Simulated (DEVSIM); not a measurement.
System: Pd/SiO2/p-Si capacitor, at 300 K.

```
layer (left to right)  material  thickness (nm)  Na (cm⁻³)
---------------------  --------  --------------  ---------
1                          SiO2            28.0          -
2                            Si            1100     2.8e17
```

Metal gate on the left, work function 5.2 eV. Fixed charge at the semiconductor interface -6e11 cm⁻² (in units of +e); interface traps 1e12 cm⁻² eV⁻¹, uniform in energy, neutral level at 0.5 of the gap above the valence band.

The device is made up for the run: typed textbook-type constants, with dimensions and the other settings drawn at random. Values at 300 K.

```
parameter      SiO2       Si
-------------  ----  -------
gap (eV)          9    1.124
affinity (eV)   0.9     4.05
permittivity    3.9     11.7
Nc (cm⁻³)         -  2.86e19
Nv (cm⁻³)         -   3.1e19
```

Model (solved in DEVSIM): 1D Poisson equation in equilibrium, Boltzmann statistics, complete ionisation; no quantum confinement or tunnelling. Metal contacts follow the ideal Schottky-Mott rule: no Fermi-level pinning, no interface dipoles.

### Question
Tabulate band edges, carrier densities and field at 2.6 V on the gate.

### Answer
Energies count from the Fermi level of the right contact; mesh points crowd at the junctions.

```
x (μm)    Ec (eV)  Ev (eV)  n (cm⁻³)  p (cm⁻³)  field (V/cm)
--------  -------  -------  --------  --------  ------------
0.000       1.700   -7.300     < 1e2     < 1e2        750000
0.001322    1.799   -7.201     < 1e2     < 1e2        750000
0.004022    2.001   -6.999     < 1e2     < 1e2        750000
0.009534    2.413   -6.587     < 1e2     < 1e2        750000
0.02054     3.237   -5.763     < 1e2     < 1e2        750000
0.02499     3.570   -5.430     < 1e2     < 1e2        750000
0.02717     3.733   -5.267     < 1e2     < 1e2        750000
0.02870     0.657   -0.467     2.6e8    4.4e11        170000
0.03090     0.692   -0.432     6.7e7    1.7e12        160000
0.03569     0.762   -0.362   4400000    2.6e13        140000
0.04611     0.881   -0.243     46000    2.5e15         91000
0.07999     0.999   -0.125       470    2.5e17          4100
0.1426      1.002   -0.122       420    2.8e17           ≈ 0
0.2788      1.002   -0.122       420    2.8e17           ≈ 0
0.6942      1.002   -0.122       420    2.8e17           ≈ 0
0.9294      1.002   -0.122       420    2.8e17           ≈ 0
1.037       1.002   -0.122       420    2.8e17           ≈ 0
1.087       1.002   -0.122       420    2.8e17           ≈ 0
1.114       1.002   -0.122       420    2.8e17           ≈ 0
1.122       1.002   -0.122       420    2.8e17           ≈ 0
1.126       1.002   -0.122       420    2.8e17           ≈ 0
1.128       1.002   -0.122       420    2.8e17           ≈ 0
```
